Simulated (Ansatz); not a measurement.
SiO2 under a change: uniaxial strain ε_xx = −1.50 %

The reference is SiO2 (space group P3_221, No. 154; a = 4.9490 Å, c = 5.4415 Å). Axes: x lies along a and z along c of the hexagonal cell.

Modification: uniaxial strain ε_xx = −1.50 %, all other strain components held at zero; the atoms relax in the strained cell.

Computed with PBEsol (Ansatz, a quantum-chemistry and plane-wave program; PAW; 420 eV plane waves; without spin-orbit coupling). Γ-centred 8×8×6 mesh, Fermi–Dirac width 0.05 eV.

```tsv
quantity	base	changed	shift
volume per atom	12.82 Å³	12.63 Å³	-0.19 Å³
shortest interatomic distance	1.619 Å	1.619 Å	-0.0009 Å
energy relative to the base (free energy F)	0 meV/atom	+0.7 meV/atom	+0.7 meV/atom
pressure (mean of the normal stresses, compression positive)	0.01 GPa	0.46 GPa	+0.459 GPa
band gap	5.72 eV	5.76 eV	+0.04 eV
gap character	–	indirect, C₂ → Γ	–
smallest direct gap	6.03 eV	6.02 eV	-0.01 eV
electron mass	0.50 mₑ (at Γ)	0.50 mₑ along x, 0.49 mₑ along y, 0.48 mₑ along z (at Γ)	–
stress (xx, yy, zz, yz, xz, xy; compression positive)	–	(1.15, 0.11, 0.13, 0.24, 0.00, 0.00) GPa	–
```

Final structure:

```xyz
9
Lattice="4.8748 0.0000 0.0000 -2.4374 4.2860 0.0000 0.0000 0.0000 5.4415" Properties=species:S:1:pos:R:3 pbc="T T T"
Si    -1.1387     2.0116     1.8185
Si     1.2986     2.2744    -0.0046
Si     2.2731     0.0000     3.6277
O      0.3398     1.7725     1.2049
O      0.7716     3.6669     4.8009
O      3.2090     0.6191     2.4544
O      2.7772     2.5135     0.6089
O      1.3281     1.1481     4.2688
O     -1.1092     3.1378     2.9865
```

Cost of the whole job for the changed cell (relaxation, final SCF and bands): about 4 core-minutes (a rough figure).

Effective masses come from finite differences of ±0.01 Å⁻¹. Stability against distortions was not tested. k-point labels follow each cell's own Brillouin zone.
